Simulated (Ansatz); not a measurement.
**Pt in the hcp (Mg type) structure (space group P6_3/mmc, No. 194; a cell from a computed database, its experimental status unchecked)**

```xyz
2
Lattice="2.7290 0.0000 0.0000 -1.3645 2.3634 0.0000 0.0000 0.0000 4.6936" Properties=species:S:1:pos:R:3 pbc="T T T"
Pt     1.3645     0.7878     3.5202
Pt     0.0000     1.5756     1.1734
```

The values are results of PBEsol (Ansatz, a program for electronic structure), no spin-orbit coupling, not measurements. Γ-centred 19×19×10 mesh, Fermi–Dirac width 0.05 eV.

The volume per atom is 15.14 Å³, the density is 21.40 g/cm³ and the band gap is zero. The total energy is -12383.755 eV/atom (σ→0; compares only within this code and set-up).

No phonon test of stability was made. All final runs are without spin polarisation. Pt has a high density of states at the Fermi level and may be magnetic at this level. This is not the structure that Pt has at room temperature and ambient pressure.
